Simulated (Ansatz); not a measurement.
Consider the following.

```yaml
crystal:
  lattice:
    - [0.00000, 2.77318, 2.77318]
    - [2.77318, 0.00000, 2.77318]
    - [2.77318, 2.77318, 0.00000]
  atoms:
    - { symbol: Ga, position: [0.00000, 0.00000, 0.00000] }
    - { symbol: As, position: [0.25000, 0.25000, 0.25000] }
```

Computed with r2SCAN with spin-orbit coupling, rigid bands (plane waves, PAW; Ansatz, a quantum-chemistry and plane-wave program). Condition of this run: hydrostatic pressure of 4.8 GPa (compression positive) (the target of the relaxation). Geometry: cell and atoms relaxed with PBEsol, then loaded as said.

Q: Predict the hole conductivity mass (n e² τ/σ) at 300 K, by direction if it differs.

A: 0.37 mₑ.

Q: What conductivity effective mass do dilute electrons have at 300 K?

A: 0.140 mₑ.

Q: And the band gap?

A: 1.38 eV at this level; semilocal functionals usually fall short of the measured gap.

Rigid bands, one relaxation time for all states, no polarons. Geometry: cell and atoms relaxed with PBEsol.
